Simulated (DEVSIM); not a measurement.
Structure: Co/Si3N4/p-GaSb capacitor, at 300 K.

```tsv
layer (left to right)	material	thickness (nm)	Na (cm⁻³)
1	Si3N4	23.0	-
2	GaSb	1800	1.1e17
```

Metal gate on the left, work function 5 eV. Fixed charge at the semiconductor interface 4.7e10 cm⁻² (in units of +e); no interface traps.

The device is made up for the run: typed textbook-type constants, with dimensions and the other settings drawn at random. Values at 300 K.

| parameter | Si3N4 | GaSb |
|---|---|---|
| gap (eV) | 5.1 | 0.726 |
| affinity (eV) | 2.1 | 4.06 |
| permittivity | 7.5 | 15.7 |
| Nc (cm⁻³) | - | 2.1e17 |
| Nv (cm⁻³) | - | 1.8e19 |

DEVSIM, 1D Poisson equation in equilibrium, Boltzmann statistics, complete ionisation; no quantum confinement or tunnelling. Metal contacts follow the ideal Schottky-Mott rule: no Fermi-level pinning, no interface dipoles.

Q: Tabulate band edges, carrier densities and field at 1.0 V on the gate.

A: Energies count from the Fermi level of the right contact; mesh points crowd at the junctions.

| x (μm) | Ec (eV) | Ev (eV) | n (cm⁻³) | p (cm⁻³) | field (V/cm) |
|---|---|---|---|---|---|
| 0.000 | 1.900 | -3.200 | < 1e2 | < 1e2 | 160000 |
| 0.001392 | 1.922 | -3.178 | < 1e2 | < 1e2 | 160000 |
| 0.004115 | 1.966 | -3.134 | < 1e2 | < 1e2 | 160000 |
| 0.009931 | 2.058 | -3.042 | < 1e2 | < 1e2 | 160000 |
| 0.01867 | 2.197 | -2.903 | < 1e2 | < 1e2 | 160000 |
| 0.02158 | 2.244 | -2.856 | < 1e2 | < 1e2 | 160000 |
| 0.02295 | 2.266 | -2.834 | < 1e2 | < 1e2 | 160000 |
| 0.02505 | 0.323 | -0.403 | 7.9e11 | 3.0e12 | 79000 |
| 0.02907 | 0.353 | -0.373 | 2.4e11 | 9.9e12 | 74000 |
| 0.03759 | 0.412 | -0.314 | 2.5e10 | 9.5e13 | 63000 |
| 0.05733 | 0.512 | -0.214 | 5.3e8 | 4.5e15 | 38000 |
| 0.1267 | 0.593 | -0.133 | 2.3e7 | 1.1e17 | 750 |
| 0.2582 | 0.594 | -0.132 | 2.2e7 | 1.1e17 | ≈ 0 |
| 0.5368 | 0.594 | -0.132 | 2.2e7 | 1.1e17 | ≈ 0 |
| 1.282 | 0.594 | -0.132 | 2.2e7 | 1.1e17 | ≈ 0 |
| 1.583 | 0.594 | -0.132 | 2.2e7 | 1.1e17 | ≈ 0 |
| 1.714 | 0.594 | -0.132 | 2.2e7 | 1.1e17 | ≈ 0 |
| 1.775 | 0.594 | -0.132 | 2.2e7 | 1.1e17 | ≈ 0 |
| 1.808 | 0.594 | -0.132 | 2.2e7 | 1.1e17 | ≈ 0 |
| 1.817 | 0.594 | -0.132 | 2.2e7 | 1.1e17 | ≈ 0 |
| 1.821 | 0.594 | -0.132 | 2.2e7 | 1.1e17 | ≈ 0 |
| 1.823 | 0.594 | -0.132 | 2.2e7 | 1.1e17 | ≈ 0 |
